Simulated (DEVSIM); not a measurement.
Structure: illuminated Si n-on-p cell, one wavelength, with a back-surface field, at 300 K.

Layer 1 from the left is Si, thickness (μm) 0.350, Nd (cm⁻³) 9.6e17, τn (s) 2.8e-9, τp (s) 1.2e-8, absorption coefficient (cm⁻¹) 1800. Layer 2 from the left is Si, thickness (μm) 49.0, Na (cm⁻³) 6.2e16, τn (s) 2.8e-7, τp (s) 2.8e-7, absorption coefficient (cm⁻¹) 1800. Layer 3 from the left is Si, thickness (μm) 0.130, Na (cm⁻³) 2.1e18, τn (s) 2.8e-7, τp (s) 2.8e-7, absorption coefficient (cm⁻¹) 1800.

Left contact: ohmic, minority hole recombination velocity 6000 cm/s. Right contact: ohmic, minority electron recombination velocity 400 cm/s. Voltage is applied to the left contact. Recombination: SRH at mid-gap, radiative, Auger. Light enters at the left, 3.3e16 photons cm⁻² s⁻¹, one pass, no reflection. Mobility is μmin + (μ − μmin)/(1 + (N/Nref)^α).

The device is made up for the run: typed textbook-type constants, with dimensions and the other settings drawn at random. Values at 300 K.

Si: gap (eV) 1.124, affinity (eV) 4.05, permittivity 11.7, Nc (cm⁻³) 2.86e19, Nv (cm⁻³) 3.1e19, μn (cm²/Vs) 1417, μp (cm²/Vs) 470, μn,min 52, μp,min 45, Nref,n 9.7e16, Nref,p 2.2e17, αn 0.68, αp 0.72, B (cm³/s) 4.7e-15, Cn (cm⁶/s) 2.8e-31, Cp (cm⁶/s) 9.9e-32.

Simulated with DEVSIM: 1D drift-diffusion, Boltzmann statistics, complete ionisation; no tunnelling, impact ionisation, image-force lowering or self-heating.

Dark forward current:

```tsv
|V| (V)	|J| (A/cm²)
0.05	5.630e-9
0.10	1.993e-8
0.15	5.909e-8
0.20	1.701e-7
0.25	4.997e-7
0.30	1.571e-6
0.35	5.627e-6
0.40	2.432e-5
0.45	0.0001273
0.50	0.0007648
0.55	0.004958
0.60	0.03328
0.65	0.2255
0.70	1.473
0.75	7.931
0.80	28.85
0.85	78.77
0.90	200.5
0.95	510.6
1.00	1263
1.05	2833
```

Q: Work out the local ideality factor n = ΔV / (kT/q · ln(J2/J1)) between the rows 0.15 and 0.20 V, 0.60 and 0.65 V, 1.00 and 1.05 V.

A: kT/q = 25.85 mV. From 0.15 to 0.20 V: ln(1.701e-7/5.909e-8) = 1.057, n = 1.83. From 0.60 to 0.65 V: ln(0.2255/0.03328) = 1.913, n = 1.01, near the 1 of diffusion or emission over a barrier. From 1.00 to 1.05 V: ln(2833/1263) = 0.808, n = 2.39.

Q: What current could the absorbed light give at most, and what share is collected?

A: Σ αd = 8.91, so qΦ(1 − exp(−Σ αd)) = 5.29 mA/cm². The simulated short-circuit current is 4.427 mA/cm², a share of 0.84.

Q: Estimate the open-circuit voltage by superposition: the voltage at which the dark current equals that short-circuit current.

A: Interpolating ln J in the table gives 0.547 V. The simulation gives 0.547 V, the same within the digits that matter. Superposition holds where collection doesn't change with voltage.

Q: Estimate the fill factor from FF0 = (v − ln(v + 0.72))/(v + 1), v = qVoc/(nkT), with n from the dark curve.

A: The rows about Voc, 0.50 and 0.55 V, give n = 1.03, so v = 20.4 and FF0 = 0.811. The simulation gives 0.807, the same within the digits that matter.
